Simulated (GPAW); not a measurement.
Input and output of a self-consistent single point for AgNO3 (P1, 5 atoms in the cell) (GPAW).

Level of theory: PBEsol, GPAW PAW datasets PBEsol (made by gpaw-setup) (plane waves; GPAW).

The change in words: atoms moved at random. Reference geometry:
```xyz
5
Lattice="2.5277 1.4594 2.8085 -2.5277 1.4594 2.8085 0.0000 -2.9187 2.8085" Properties=species:S:1:pos:R:3 pbc="T T T"
Ag     0.0000     0.0000     8.4090
N      0.0000     0.0000     4.8372
O      0.0000    -1.2393     4.8566
O      1.0733     0.6197     4.8566
O     -1.0733     0.6197     4.8566
```

Reference input (self-consistent single point, DFT PBEsol, plane waves, GPAW PAW datasets PBEsol (made by gpaw-setup)): mode = pw; ecut = 900 eV; xc = PBEsol; kpts = 6 6 6; mesh shift (steps) = 0 0 0; occupations.name = fermi-dirac; occupations.width = 0.01 eV; nbands = -4; convergence.density = 1e-05 e/electron; convergence.bands = -2; symmetry.symmorphic = false; symmetry.tolerance = 0.0005. This run's input differs from it in these lines:

```diff
@@ -8,7 +8,7 @@
                     [0.000000, -2.918749, 2.808506]],
-              scaled_positions=[[0.998040, 0.998040, 0.998040],
-                                [0.574110, 0.574110, 0.574110],
-                                [0.434875, 0.434875, 0.859480],
-                                [0.859480, 0.434875, 0.434875],
-                                [0.434875, 0.859480, 0.434875]],
+              scaled_positions=[[0.997018, 0.994917, 0.988894],
+                                [0.579009, 0.561594, 0.582916],
+                                [0.433042, 0.444102, 0.855971],
+                                [0.848315, 0.443162, 0.432294],
+                                [0.443995, 0.857604, 0.441305]],
               pbc=True)
```

Output, abridged:

```
     iter     time        total  log10-change:
                         energy   eigst   dens
iter:   1 --:--:--   -31.769092   +0.49
iter:   2 --:--:--   -31.199029   -0.79  -1.10
iter:   3 --:--:--   -29.464678   -0.57  -1.14
iter:   4 --:--:--   -29.425880   -1.46  -1.46
iter:   5 --:--:--   -29.442733   -1.48  -1.53
iter:   6 --:--:--   -29.380333   -1.61  -1.89
iter:   7 --:--:--   -29.374839   -2.47  -2.06
iter:   8 --:--:--   -29.353574   -2.03  -2.10
iter:   9 --:--:--   -29.348500   -2.74  -2.53
iter:  10 --:--:--   -29.346191c  -3.56  -2.66
iter:  11 --:--:--   -29.346022c  -4.08  -3.01
iter:  12 --:--:--   -29.345941c  -5.52  -3.13
iter:  13 --:--:--   -29.345840c  -5.17  -3.16
iter:  14 --:--:--   -29.345816c  -5.55  -3.24
iter:  15 --:--:--   -29.345791c  -5.58  -3.28
iter:  16 --:--:--   -29.345846c  -5.17  -3.37
iter:  17 --:--:--   -29.345817c  -5.26  -3.54
iter:  18 --:--:--   -29.345817c  -6.37  -4.26
iter:  19 --:--:--   -29.345817c  -7.51c -4.38
iter:  20 --:--:--   -29.345816c  -7.06  -4.42
iter:  21 --:--:--   -29.345816c  -7.94c -4.68
iter:  22 --:--:--   -29.345816c  -8.31c -4.80
iter:  23 --:--:--   -29.345816c  -8.06c -4.87
iter:  24 --:--:--   -29.345816c  -8.39c -5.03c
Converged after 24 iterations.

Dipole moment: (-0.212145, -0.534290, 4.817209) |e|*Ang

Energy contributions relative to reference atoms: (reference = -152106.838476)

Kinetic:        +53.618475
Potential:      -49.175371
External:        +0.000000
XC:             -34.557379
Entropy (-ST):   -0.000000
Local:           +0.768459
SIC:             +0.000000
--------------------------
Free energy:    -29.345816
Extrapolated:   -29.345816

Showing only first 2 kpts
 Kpt  Band  Eigenvalues  Occupancy
  0    18      2.01823    2.00000
  0    19      2.26088    2.00000
  0    20      4.90065    0.00000
  0    21      6.48238    0.00000

  1    18      1.90252    2.00000
  1    19      2.56352    2.00000
  1    20      5.29555    0.00000
  1    21      6.57314    0.00000

Fermi level: 3.55378

Gap: 1.684 eV
Transition (v -> c):
   [... lines left out ...]
Direct gap: 2.237 eV
   [... lines left out ...]
  0 Ag    0.09850   -0.09164    0.01716
  1 N    -4.41583    2.70827    0.16883
  2 O     0.79334   -5.20031   -0.04707
  3 O     5.41394    1.86403   -0.12219
  4 O    -1.88974    0.71951   -0.01654

Stress tensor:
    -0.114684    -0.014524     0.003989
    -0.014524    -0.112012    -0.000103
     0.003989    -0.000103     0.007953
Stress (GPa, Voigt): [-1.83743e+01 -1.79462e+01  1.27430e+00 -1.65000e-02  6.39200e-01
 -2.32700e+00]
```

The run converged in 24 iterations. GPAW prints stress with tension positive. Against the reference run the free energy rises by 85.0 meV/atom, the largest force goes from 1.399 to 5.727 eV/Å and the gap on the mesh goes from 1.596 to 1.684 eV.

At such cutoffs GPAW's stress carries a finite-basis (Pulay) error, which enters relaxed cells too; its log prints stress with tension positive.

The starting cell comes from a database of computed structures (which also holds hypothetical and non-ambient phases and stackings), without a prior relaxation at this level. Its lattice was rescaled by a random factor within 2.5 % of one. For this run, on top of that: atoms moved at random. Forces in this geometry exceed 1 eV/Å.

Cost on one core of a shared machine: roughly 4 min.
